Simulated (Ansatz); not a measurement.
# Response to strain in ZnS

The parent structure is ZnS in the zinc blende structure (space group F-43m, No. 216; a = 5.389 Å).

Strains are applied to the cell and any free atomic positions relax.

The values are results of r2SCAN, PAW, 500 eV (Ansatz, a program for electronic structure; without spin-orbit coupling), not measurements.

| isotropic strain (%) | band gap (eV) |
|---|---|
| 0 | 2.70 |
| 0.5 | ? |
| 1 | 2.57 |
| 1.5 | 2.50 |
| 2 | 2.43 |
| 2.5 | 2.37 |
| 3 | 2.30 |

### Question
Fit E_g = E₀ + Dε (ε in %) to the rows shown and predict the withheld row.

### Answer
Least squares on the printed values gives E₀ = 2.70 eV, D = -133 meV per % of strain (largest residual 0.00 eV); this predicts 2.63 eV, and the run gives 2.63 eV, in agreement.

Whether these cells are dynamically stable was not tested.
